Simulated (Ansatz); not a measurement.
```xyz
36
Lattice="20.5000 0.0000 0.0000 0.0000 20.5000 0.0000 0.0000 0.0000 5.5356" Properties=species:S:1:pos:R:3 pbc="T T T"
Ga    14.8495    10.2500     3.6946
N     14.6860    11.8646     4.6089
N     14.9707    10.2500     1.8410
Ga    13.7734    13.2064     3.6946
N     12.6104    14.3382     4.6089
Ga    14.5721    11.8231     0.9268
N     13.8663    13.2844     1.8410
Ga    11.0487    14.7795     3.6946
N      9.4303    14.8989     4.6089
Ga    12.5497    14.2332     0.9268
N     11.0697    14.8989     1.8410
Ga     7.9503    14.2332     3.6946
N      6.6337    13.2844     4.6089
Ga     9.4513    14.7795     0.9268
N      7.8896    14.3382     1.8410
Ga     5.9279    11.8231     3.6946
N      5.5293    10.2500     4.6089
Ga     6.7266    13.2064     0.9268
N      5.8140    11.8646     1.8410
Ga     5.9279     8.6769     3.6946
N      6.6337     7.2156     4.6089
Ga     5.6505    10.2500     0.9268
N      5.8140     8.6354     1.8410
Ga     7.9503     6.2668     3.6946
N      9.4303     5.6011     4.6089
Ga     6.7266     7.2936     0.9268
N      7.8896     6.1618     1.8410
Ga    11.0487     5.7205     3.6946
N     12.6104     6.1618     4.6089
Ga     9.4513     5.7205     0.9268
N     11.0697     5.6011     1.8410
Ga    13.7734     7.2936     3.6946
N     14.6860     8.6354     4.6089
Ga    12.5497     6.2668     0.9268
N     13.8663     7.2156     1.8410
Ga    14.5721     8.6769     0.9268
```

Method: PBE (plane waves to 420 eV, PAW; Ansatz, a quantum-chemistry and plane-wave program). Mesh 1×1×6. No spin polarisation. It repeats along c; a and b span vacuum. A hypothetical model, rolled from the flat sheet. It keeps the symmetry and period of its start, so it need not be a minimum against all distortions.

### Question
Tabulate the two highest filled and two lowest empty levels along the axis, from the valence top.

### Answer
| k (2π/c) | v2 (eV) | v1 (eV) | c1 (eV) | c2 (eV) |
|---|---|---|---|---|
| 0.000 | 0.00 | 0.00 | 1.99 | 2.62 |
| 0.042 | -0.01 | -0.01 | 2.03 | 2.64 |
| 0.083 | -0.03 | -0.03 | 2.13 | 2.70 |
| 0.125 | -0.06 | -0.06 | 2.28 | 2.80 |
| 0.167 | -0.10 | -0.10 | 2.45 | 2.93 |
| 0.208 | -0.15 | -0.15 | 2.64 | 3.08 |
| 0.250 | -0.17 | -0.17 | 2.83 | 3.25 |
| 0.292 | -0.19 | -0.19 | 3.03 | 3.42 |
| 0.333 | -0.21 | -0.21 | 3.22 | 3.61 |
| 0.375 | -0.24 | -0.24 | 3.41 | 3.80 |
| 0.417 | -0.26 | -0.26 | 3.60 | 4.00 |
| 0.458 | -0.29 | -0.29 | 3.78 | 4.10 |
| 0.500 | -0.32 | -0.32 | 3.95 | 3.95 |
